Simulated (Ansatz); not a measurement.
Take TaN in the rock salt structure (space group Fm-3m, No. 225; a = 4.376 Å; relaxed with 0.1 eV smearing) as the base. Axes: x, y, z lie along the cube axes.

Computed with Ansatz (a first-principles code), PBEsol, PAW, cutoff 420 eV, no spin-orbit coupling.

Modification: biaxial strain −4.05 %, plane normal [001], relaxed out of plane (Cartesian); in-plane vectors clamped, the third vector and the atoms free.

Problem. Estimate the effect on the out-of-plane strain, energy relative to the base and in-plane stress.

Solution. The out-of-plane strain is +2.13 %; the energy grows by 108 meV/atom; the mean in-plane stress (compression positive) is +43.8 GPa.

Stability against distortions was not tested. The final runs are not spin-polarised. This is not the structure that TaN has at room temperature and ambient pressure.
